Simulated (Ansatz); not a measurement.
Structure of amorphous Ti$_{20}$O$_{41}$Be (periodic cell):

```xyz
62
Lattice="8.8961 0.0431 -0.0271 0.0431 9.0335 0.0140 -0.0271 0.0140 9.3770" Properties=species:S:1:pos:R:3 pbc="T T T"
Ti     2.7403     0.6474     5.4730
Ti     5.0563     6.9516     2.6643
Ti     3.0951     5.1172     7.4231
Ti     8.2086     6.1868     3.7689
Ti     3.8485     3.9333     4.2691
Ti     0.7050     2.9480     8.4424
Ti     1.1123     5.9803     0.6298
Ti     5.5783     1.6786     5.4706
Ti     4.3987     4.3986     0.7624
Ti     1.7449     7.9335     2.9638
Ti     6.5932     3.5386     8.0295
Ti     7.1448     0.5543     2.7090
Ti     8.6514     5.5017     6.6412
Ti     2.8746     1.1123     0.9093
Ti     8.7594     8.9233     5.4558
Ti     6.4892     6.5926     8.8309
Ti     0.5847     3.0642     4.0012
Ti     0.0346     8.7682     9.1787
Ti     4.3068     8.5516     7.6683
Ti     7.8103     3.1441     1.4005
O      8.2723     6.8640     9.2348
O      5.7919     3.4151     4.7081
O      2.1988     3.4313     7.6311
O      3.6391     2.7708     0.9753
O      2.5112     0.4987     2.6215
O      7.1818     0.8949     4.7618
O      0.7795     6.1129     2.4486
O      5.7563     2.0983     7.1852
O      6.4420     4.2946     0.4355
O      2.6328     0.5337     7.1858
O      4.8490     4.5951     2.7139
O      6.4488     6.4334     3.7691
O      0.1601     4.7655     4.9719
O      3.4577     5.0280     5.6303
O      2.1737     3.6367     3.4746
O      8.5973     8.2368     3.3714
O      1.7064     8.2250     4.8999
O      6.1452     8.1003     8.0152
O      3.7413     2.1759     4.9168
O      6.8561     5.4288     7.3753
O      1.2077     1.3292     9.3240
O      8.2761     7.0467     5.5898
O      8.3554     3.5786     7.0958
O      1.2055     5.8267     7.6794
O      7.7336     4.3772     2.9187
O      0.0030     2.0253     2.5456
O      0.9373     1.6570     5.1372
O      4.6236     9.0278     5.7394
O      0.4298     4.1346     0.4895
O      6.3698     2.2972     2.3523
O      3.2894     6.9517     3.1077
O      8.7747     9.0698     7.2489
O      4.6437     4.3733     8.2166
O      4.0446     0.1415     0.0419
O      5.2945     6.5221     0.9042
O      5.6239     8.7063     2.7305
O      7.6879     0.1207     0.9865
O      3.6973     6.9187     7.6317
O      2.8468     5.3829     0.4279
O      7.6838     2.3377     9.0676
O      1.4759     7.9214     0.7807
Be     6.2272     3.7504     3.2317
```

Calculation: PBE, scalar-relativistic without spin-orbit coupling (plane waves to 420 eV, PAW; Ansatz, a program for electronic structure).

It comes from a melt-quench run on a machine-learned potential (CHGNet), relaxed afterwards by DFT. O atoms were pushed apart under 1.9 Å during the dynamics, to hinder bonds among them. The hot cell started wider than the set density and was brought back towards it in steps. It is the lowest in DFT energy of 2 quenches. It is a model cell: composition and starting density were chosen by hand, and all elements were melted together. No dispersion term was used. Its density started from a set value of 3.58 and ended at 3.57 g/cm³. The quench (nominally 360 K/ps over its main leg) was far faster than any real one, so the model tends to hold more defects than a real film. A cell of this size samples the disorder only roughly. The volume was held where the preparation left it and the shape relaxed, at a PBE pressure of 1.8 GPa. Stress components on the final sampling reach 1.8 GPa. On a 2×2×2 Γ-centred mesh force components of up to 0.13 eV/Å stay, since the relaxation ran on the zone centre alone.

Neighbours within Ti-Ti 3.12 Å, Ti-O 2.54 Å, Ti-Be 2.62 Å, O-O 1.58 Å, O-Be 1.94 Å, Be-Be 2.11 Å count as bonded. Two cations that share two anions don't count as bonded, nor two that share one unless they lie closer than Ti-Ti 3.04 Å, Ti-Be 2.55 Å, Be-Be 2.05 Å.

Question: Give the coordination numbers, mean bond lengths and angles.

Answer: 
```
Quantity                                                          Result
---------------------------------  -------------------------------------
Mean coordination of Ti by anions   5.40 (1 with 4, 10 with 5, 9 with 6)
Mean coordination of O             2.73 (15 with 2, 22 with 3, 4 with 4)
Mean coordination of Be by anions                        4.00 (1 with 4)
Mean Ti-O bond                     1.961 Å (spread 0.151 Å, 108 counted)
Mean O-Be bond                       1.660 Å (spread 0.051 Å, 4 counted)
Bond angle at Ti                               mean 104.9°, spread 27.5°
Bond angle at O                                mean 116.2°, spread 20.2°
Bond angle at Be                                mean 109.4°, spread 8.5°
```

Question: List the pairs of like atoms that count as bonded by the rules above.

Answer: There are none by these rules.
